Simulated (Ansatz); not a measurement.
A computed series for ZnS: response to strain

Consider ZnS in the zinc blende structure (space group F-43m, No. 216; a = 5.3566 Å). Axes: x, y, z lie along the cube axes.

Strains are applied to the cell and any free atomic positions relax; under biaxial strain the out-of-plane vector relaxes too.

Level of theory: PBEsol (Ansatz, a program for electronic structure), scalar-relativistic without spin-orbit coupling.

Notes on the quantities. energy relative to the base: free energy F.

| biaxial strain, plane normal [111], relaxed out of plane (%) | energy relative to the base (meV/atom) |
|---|---|
| -2.5 | 12.4 |
| -2.08 | ? |
| -1.67 | 5.5 |
| -1.25 | 3.0 |
| -0.83 | 1.3 |
| -0.42 | 0.3 |
| 0 | 0.0 |

### Question
Fit ΔE = Aε² + Bε³ (ε in %) to the rows shown and predict the withheld row.

### Answer
Least squares on the printed values gives A = 1.90 and B = -0.036 meV/atom (largest residual 0.0 meV/atom); this predicts 8.5 meV/atom, and the run gives 8.5 meV/atom, in agreement.

Whether these cells are dynamically stable was not tested.
